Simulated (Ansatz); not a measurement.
A computed series for BeTe: pressure series

Start from BeTe in the zinc blende structure (space group F-43m, No. 216; a = 5.554 Å).

Cell and atoms are relaxed at each pressure.

All numbers come from plane-wave PAW DFT at the LDA level (Ansatz, a first-principles code, 420 eV), no spin-orbit coupling.

Notes on the quantities. hole mass: degenerate bands, along [100].

```csv
change,lattice parameter a,electron mass,hole mass
base,10.496 bohr,"1.3 mₑ along k, 0.24 mₑ across (at X)","0.20, 0.32, 0.32 mₑ (at Γ)"
pressure −2 GPa,10.615 bohr,"1.4 mₑ along k, 0.25 mₑ across (at X)","0.20, 0.34, 0.34 mₑ (at Γ)"
pressure −1 GPa,10.554 bohr,"1.4 mₑ along k, 0.25 mₑ across (at X)","0.20, 0.33, 0.33 mₑ (at Γ)"
pressure 0.9 GPa,10.449 bohr,"1.3 mₑ along k, 0.24 mₑ across (at X)","0.20, 0.32, 0.32 mₑ (at Γ)"
pressure 2.1 GPa,10.389 bohr,"1.3 mₑ along k, 0.24 mₑ across (at X)","0.21, 0.31, 0.31 mₑ (at Γ)"
pressure 4.5 GPa,10.281 bohr,"1.2 mₑ along k, 0.24 mₑ across (at X)","0.21, 0.29, 0.29 mₑ (at Γ)"
pressure 9 GPa,10.109 bohr,"1.2 mₑ along k, 0.23 mₑ across (at X)","0.22, 0.27, 0.27 mₑ (at Γ)"
pressure 15 GPa,9.924 bohr,"1.0 mₑ along k, 0.22 mₑ across (at X)","0.23, 0.25, 0.25 mₑ (at Γ)"
pressure 22.5 GPa,9.735 bohr,"1.0 mₑ along k, 0.21 mₑ across (at X)","0.23, 0.23, 0.24 mₑ (at Γ)"
pressure 30 GPa,9.581 bohr,"1.0 mₑ along k, 0.21 mₑ across (at X)","0.21, 0.21, 0.24 mₑ (at Γ)"
```

Spin-orbit coupling, missing from the scalar runs, can matter with Te. The levels and masses belong to the bands next to the band gap. Load acts through the strain it causes; cell and atoms are relaxed under it. Effective masses come from finite differences of ±0.01 Å⁻¹. Along k means along the line from Γ to the band edge. No phonon test of stability was made. Competing high-pressure phases were not computed.
